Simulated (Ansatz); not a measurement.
Cell of rock-salt BaO (0 0 1) on zinc-blende GaP (0 0 1) (film strained to the substrate, started from cuts of the bulks and a machine-learned relaxation; metallic at this level, with no gap by band count; slabs Ga6P5 and Ba4O4, which can lie off the formulas), relaxed at this level with a, b, gamma of the cell held:

```yaml
crystal:
  lattice:
    - [3.89421, -0.00077, -0.01765]
    - [0.00003, 3.89269, -0.12050]
    - [-0.12972, 0.45464, 27.74084]
  atoms:
    - { symbol: Ga, position: [0.02761, 0.93780, 0.14005] }
    - { symbol: Ga, position: [0.52107, 0.60754, 0.04559] }
    - { symbol: Ga, position: [0.04141, 0.96819, 0.33871] }
    - { symbol: Ga, position: [0.53425, 0.45891, 0.23952] }
    - { symbol: Ga, position: [0.25020, 0.99008, 0.53540] }
    - { symbol: Ga, position: [0.55170, 0.47901, 0.43795] }
    - { symbol: P, position: [0.02376, 0.43687, 0.08757] }
    - { symbol: P, position: [0.03732, 0.46301, 0.28856] }
    - { symbol: P, position: [0.53062, 0.95424, 0.18922] }
    - { symbol: P, position: [0.05311, 0.48499, 0.48852] }
    - { symbol: P, position: [0.54484, 0.97367, 0.38778] }
    - { symbol: Ba, position: [0.00189, 0.03470, 0.75291] }
    - { symbol: Ba, position: [0.49952, 0.49522, 0.64047] }
    - { symbol: Ba, position: [0.01596, 0.06213, 0.96759] }
    - { symbol: Ba, position: [0.50887, 0.54841, 0.85990] }
    - { symbol: O, position: [0.50217, 0.53588, 0.76914] }
    - { symbol: O, position: [0.99551, 0.07979, 0.66344] }
    - { symbol: O, position: [0.51654, 0.54074, 0.97650] }
    - { symbol: O, position: [0.01032, 0.05363, 0.87677] }
```

Calculation: PBE (plane waves to 420 eV, PAW; Ansatz, a program for electronic structure). No spin–orbit coupling; the runs are not spin-polarised. Its k-point mesh 6×6×1, Fermi–Dirac width 0.05 eV.

Task: Give the plane-averaged electrostatic potential energy of an electron along the normal (the smooth PAW potential), about its mean over the cell.

Result: 
| z (Å) | V (eV) |
|---|---|
| 0.000 | 0.69 |
| 0.289 | 2.72 |
| 0.578 | 2.03 |
| 0.867 | 1.00 |
| 1.300 | 0.39 |
| 1.589 | 0.04 |
| 1.878 | -1.26 |
| 2.167 | -2.55 |
| 2.456 | -2.78 |
| 2.745 | -1.34 |
| 3.034 | 0.87 |
| 3.468 | 1.29 |
| 3.757 | 0.97 |
| 4.046 | 0.91 |
| 4.334 | 1.03 |
| 4.623 | 0.49 |
| 4.912 | -1.21 |
| 5.201 | -2.38 |
| 5.635 | -0.72 |
| 5.924 | 0.97 |
| 6.213 | 1.27 |
| 6.502 | 1.09 |
| 6.791 | 1.07 |
| 7.080 | 1.19 |
| 7.513 | -0.05 |
| 7.802 | -1.79 |
| 8.091 | -2.13 |
| 8.380 | -0.64 |
| 8.669 | 1.07 |
| 8.958 | 1.43 |
| 9.247 | 1.25 |
| 9.680 | 1.30 |
| 9.969 | 1.29 |
| 10.258 | 0.17 |
| 10.547 | -1.58 |
| 10.836 | -1.96 |
| 11.125 | -0.50 |
| 11.414 | 1.25 |
| 11.848 | 1.57 |
| 12.137 | 1.49 |
| 12.426 | 1.64 |
| 12.715 | 1.82 |
| 13.003 | 0.93 |
| 13.292 | -1.08 |
| 13.581 | -2.00 |
| 14.015 | -0.31 |
| 14.304 | 1.00 |
| 14.593 | 1.36 |
| 14.882 | 1.60 |
| 15.171 | 2.30 |
| 15.460 | 3.69 |
| 15.749 | 5.42 |
| 16.182 | 5.94 |
| 16.471 | 5.12 |
| 16.760 | 3.19 |
| 17.049 | 0.15 |
| 17.338 | -2.51 |
| 17.627 | -4.05 |
| 17.916 | -5.41 |
| 18.349 | -4.68 |
| 18.638 | -0.92 |
| 18.927 | 3.43 |
| 19.216 | 5.47 |
| 19.505 | 5.24 |
| 19.794 | 3.86 |
| 20.083 | 1.16 |
| 20.517 | -2.74 |
| 20.806 | -5.08 |
| 21.095 | -6.60 |
| 21.383 | -5.36 |
| 21.672 | -1.23 |
| 21.961 | 3.40 |
| 22.395 | 4.86 |
| 22.684 | 3.89 |
| 22.973 | 1.53 |
| 23.262 | -1.34 |
| 23.551 | -3.53 |
| 23.840 | -5.83 |
| 24.129 | -6.85 |
| 24.562 | -2.92 |
| 24.851 | 1.91 |
| 25.140 | 4.55 |
| 25.429 | 4.55 |
| 25.718 | 3.34 |
| 26.007 | 0.71 |
| 26.296 | -2.31 |
| 26.729 | -7.19 |
| 27.018 | -8.33 |
| 27.307 | -6.20 |
| 27.596 | -1.66 |
